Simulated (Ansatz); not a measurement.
## Nb under a change: biaxial strain −0.83 %, plane normal [111], relaxed out of plane

Base system: Nb in the bcc (W type) structure (space group Im-3m, No. 229; a = 3.273 Å; relaxed with 0.1 eV smearing). Axes: x, y, z lie along the cube axes.

Modification: compressive biaxial strain of 0.83 % in the plane normal to [111], as in epitaxy on a mismatched substrate; the out-of-plane cell vector and the atoms relax.

All numbers come from PBEsol, PAW, 420 eV (Ansatz, a program for electronic structure; spin-orbit coupling left out). k-mesh 28×28×28 (Γ-centred); smearing 0.1 eV (Fermi–Dirac).

The volume per atom falls by 0.05 Å³, from 17.53 Å³ to 17.48 Å³ and the space group changes from Im-3m (No. 229) to R-3m (No. 166). The energy increases by 0.6 meV/atom and the pressure (mean of the normal stresses, compression positive) goes from zero to 0.5 GPa. The band gap stays zero and the out-of-plane strain amounts to +1.41 %. The ratio −ε⊥/ε∥ is 1.70 and the mean in-plane stress (compression positive) amounts to +0.7 GPa.

Final structure (turned so that z lies along the plane normal):

```
Nb
1.0
    4.59018     0.00000     0.00000
    2.29509     3.97521     0.00000
    2.29509    -1.32507     0.95814
Nb
1
Direct
  0.00000   0.00000   0.00000
```

Whether these cells are dynamically stable was not tested. The final runs are not spin-polarised.
